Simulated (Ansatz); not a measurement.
Short convergence ladders for GePd (Pm, 8 atoms in the cell)

```yaml
crystal:
  lattice:
    - [5.76622, 0.00000, 0.00000]
    - [0.00000, 3.53861, 0.00000]
    - [0.00000, 0.00000, 6.27726]
  atoms:
    - { symbol: Ge, position: [0.81460, 0.75000, 0.58578] }
    - { symbol: Ge, position: [0.18540, 0.25000, 0.42219] }
    - { symbol: Ge, position: [0.68540, 0.25000, 0.07781] }
    - { symbol: Ge, position: [0.31460, 0.75000, 0.92219] }
    - { symbol: Pd, position: [0.99622, 0.75000, 0.19099] }
    - { symbol: Pd, position: [0.00378, 0.25000, 0.80901] }
    - { symbol: Pd, position: [0.50378, 0.25000, 0.69099] }
    - { symbol: Pd, position: [0.49622, 0.75000, 0.30901] }
```

Base method: PBEsol, default PAW files made with PBE (plane waves; Ansatz, a program for electronic structure).

Base settings: basis.ecutwfc = 420 eV; kpoints.mp_grid.grid = 3 6 3; hamiltonian.xc = pbesol; hamiltonian.pseudopotentials = {kind: paw} (the program's default PAW files); scf.occupations.method = gaussian; scf.occupations.width = 0.1 eV.

The count of work is k-points × plane waves × bands × iterations; it is no time. Core times come from one kind of shared machine, to one figure; runs under 30 s give none.

**The k-point mesh**

The second cell is the first with its lattice scaled by 0.98.

Only quantities that move along the ladder and can be compared are tabulated.

| kpoints.mp_grid.grid | free energy less the last step's (meV/atom) | energy of the compressed cell less the first (meV/atom) | pressure (GPa) | largest difference of a force vector from the last step's (eV/Å) | count of work / last |
|---|---|---|---|---|---|
| 1 2 1 | 88.23 | 14.35 | -2.37 | 1.161 | 0.019 |
| 2 2 1 | -82.92 | 2.70 | -4.31 | 0.678 | 0.030 |
| 2 2 2 | -72.79 | 8.72 | -2.98 | 0.320 | 0.061 |
| 3 4 2 | 34.62 | 20.49 | -1.31 | 0.098 | 0.078 |
| 3 5 3 | -5.32 | 19.90 | -1.46 | 0.086 | 0.097 |
| 3 6 3 | 0.61 | 19.46 | -1.54 | 0.096 | 0.15 |
| 4 6 4 | -6.75 | 18.51 | -1.71 | 0.018 | 0.26 |
| 7 11 6 | 0.00 | 19.21 | -1.56 | 0.000 | 1.0 |

Coarsest kpoints.mp_grid.grid that holds the energy of the compressed cell less the first within 2 meV/atom of the last step, with all finer ones: 3 4 2, at 0.078 of the last step's count of work; the step before is off by 10 meV/atom.

Coarsest kpoints.mp_grid.grid that holds the forces within 0.02 eV/Å: not settled: the last two steps still differ by 0.018 eV/Å, over half the tolerance, so the ladder does not show it.

Coarsest kpoints.mp_grid.grid that holds the free energy within 2 meV/atom: not settled: the last two steps still differ by 6.8 meV/atom, over half the tolerance, so the ladder does not show it.

**The k-point mesh at a smearing width of 0.05 eV**

In this ladder: scf.occupations.width = 0.05 eV.

Only quantities that move along the ladder and can be compared are tabulated.

```csv
kpoints.mp_grid.grid,free energy less the last step's (meV/atom),pressure (GPa),largest difference of a force vector from the last step's (eV/Å),count of work / last,core time / last (rough)
2 3 2,9.37,-1.57,0.233,0.013,–
3 4 3,7.54,-1.32,0.068,0.020,–
3 5 3,-5.40,-1.49,0.081,0.020,–
5 7 4,2.90,-1.54,0.011,0.069,0.07
6 10 6,-0.98,-1.55,0.012,0.19,0.2
8 12 7,1.70,-1.52,0.005,0.32,0.3
11 18 10,0.00,-1.54,0.000,1.0,1
```

Coarsest kpoints.mp_grid.grid that holds the free energy within 5 meV/atom of the last step, with all finer ones: 5 7 4, at 0.069 of the last step's count of work and about 0.07 of the last step's time; the step before is off by 5.4 meV/atom.

Coarsest kpoints.mp_grid.grid that holds the pressure within 0.2 GPa of the last step, with all finer ones: 3 5 3, at 0.020 of the last step's count of work; the step before is off by 0.22 GPa.

**The width of Gaussian smearing**

In this ladder: kpoints.mp_grid.grid = 5 10 5.

Narrow widths need finer meshes than wide ones, so the last steps can hold mesh noise.

Only quantities that move along the ladder and can be compared are tabulated; pressure and forces are left out, as mesh noise rules them at narrow widths.

```tsv
scf.occupations.width	free energy less the last step's (meV/atom)	energy extrapolated to zero width less the last step's (meV/atom)	core time / last (rough)
1 eV	-77.46	4.26	1
0.5 eV	-18.37	-0.32	1
0.3 eV	-6.30	-0.12	1.0
0.1 eV	0.00	0.00	1
```

Widest scf.occupations.width that holds the free energy within 5 meV/atom: not settled: the last two steps still differ by 6.3 meV/atom, over half the tolerance, so the ladder does not show it.

Widest scf.occupations.width that holds the energy extrapolated to zero width within 2 meV/atom of the last step, with all finer ones: 0.5 eV; the step before is off by 4.3 meV/atom.

The extrapolation to zero width removes most of the smearing's effect on the energy.

On the base run: the starting cell comes from a database of computed structures (which also holds hypothetical and non-ambient phases and stackings), without a prior relaxation at this level. Its lattice was rescaled by up to half a per cent. One atom was moved a little off its site on purpose. Spin polarisation is off. Ansatz's pressure includes its estimate of the finite-basis (Pulay) stress. Without a gap this mesh is coarse (it stands for a supercell whose shortest vector is 17 Å).

Left out of this page: 2 runs of the series outside the window shown, repeating another row's setting, or not comparable.

Keys are those of Ansatz 0.2.
